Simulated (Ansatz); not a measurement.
Cells marked so need not be the phases stable at ambient conditions, and some may be hypothetical.

By PBEsol, each system below comes out a metal.

Ballistic conductance counts the channels of both spins, as a mean over 0.1 eV about the Fermi level; spin-orbit coupling is left out.

A. Cu (P6_3/mmc, not sure to be the ambient phase, 4 atoms a cell, 11.5 Å³ an atom, -2 GPa at this level), current normal to (001)
B. W₂C (P-3m1, not sure to be the ambient phase, 3 atoms a cell, 12.7 Å³ an atom, -10 GPa at this level), current normal to (100)
C. MoRu (P-6m2, not sure to be the ambient phase, 2 atoms a cell, 14.9 Å³ an atom, -11 GPa at this level), current normal to (100)
D. GeMo3 (Pm-3n, A15 (Cr3Si type), not sure to be the ambient phase, 8 atoms a cell, 15.1 Å³ an atom, -5 GPa at this level), current normal to (111)

**Question.** Rank these by ballistic conductance per area (lowest first), as Ansatz (a quantum-chemistry and plane-wave program) with PBEsol gives it.

**Answer.** D (0.79 × 10¹⁵ S/m²), B (0.93 × 10¹⁵ S/m²), A (1.1 × 10¹⁵ S/m²), C (1.3 × 10¹⁵ S/m²)
